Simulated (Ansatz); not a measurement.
Base system: Ru in the hcp (Mg type) structure (space group P6_3/mmc, No. 194; a = 2.691 Å, c = 4.249 Å; relaxed with 0.1 eV smearing). Axes: x lies along a and z along c of the hexagonal cell.

Method: PBEsol (Ansatz, a quantum-chemistry and plane-wave program, PAW, no SOC).

Before the change:

```
Property                         Value
-----------------------------  -------
Pressure                       0.0 GPa
Band gap                          zero
Shortest interatomic distance  2.632 Å
```

Now apply this change: the cell is compressed by 1.00 % along z with no lateral relaxation, atoms relaxed at fixed cell.

What happens to the pressure, band gap, energy relative to the base and shortest interatomic distance?

The pressure (mean of the normal stresses, compression positive) goes from zero to 3.8 GPa; the band gap is still zero; the energy increases by 3.0 meV/atom; the shortest interatomic distance drops by 0.017 Å, from 2.632 Å to 2.615 Å.

The cells carry an imposed strain or load. Stability against distortions was not tested. All final runs are without spin polarisation.
